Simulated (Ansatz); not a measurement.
The parent structure is ZnCu₂SnS₄ (space group I-4, No. 82; a = 5.4141 Å, c = 10.8216 Å).

Structures relaxed with Kohn–Sham DFT with the r2SCAN functional, run in Ansatz (a first-principles code) with PAW and 500 eV plane waves, scalar-relativistic without spin-orbit coupling.

Base:

Simulated powder pattern, Cu Kα1, λ = 1.54056 Å (kinematic, ideal powder, no thermal factors, no anomalous dispersion; the 8 strongest lines at most, above 2 %, up to 2θ = 90°):

```csv
2θ (°),I/Imax (%),hkl
28.54,100,(112)
33.06,10,(200)
47.47,58,(204)
56.31,27,(132)
56.34,14,(116)
76.68,10,(316)
88.38,12,(244)
88.42,6.0,(228)
```

The change: full substitution Sn → Pb; the structure is relaxed again.

Problem. Where do the lines fall after the change?

Solution. 
Simulated powder pattern, Cu Kα1, λ = 1.54056 Å (kinematic, ideal powder, no thermal factors, no anomalous dispersion; the 8 strongest lines at most, above 2 %, up to 2θ = 90°):

| 2θ (°) | d (Å) | I/Imax (%) | hkl |
|---|---|---|---|
| 18.06 | 4.908 | 21 | (101) |
| 28.15 | 3.168 | 100 | (112) |
| 32.60 | 2.744 | 15 | (200) |
| 37.52 | 2.395 | 11 | (121) |
| 46.78 | 1.940 | 18 | (220) |
| 46.80 | 1.940 | 37 | (204) |
| 55.49 | 1.655 | 29 | (132) |
| 55.52 | 1.654 | 15 | (116) |

The indices refer to each structure's own conventional cell; one index is shown for lines that coincide.

Stability against distortions was not tested. As relaxed here, ZnCu2PbS4 is a hypothetical phase, not in the database extracts checked. All final runs are without spin polarisation.
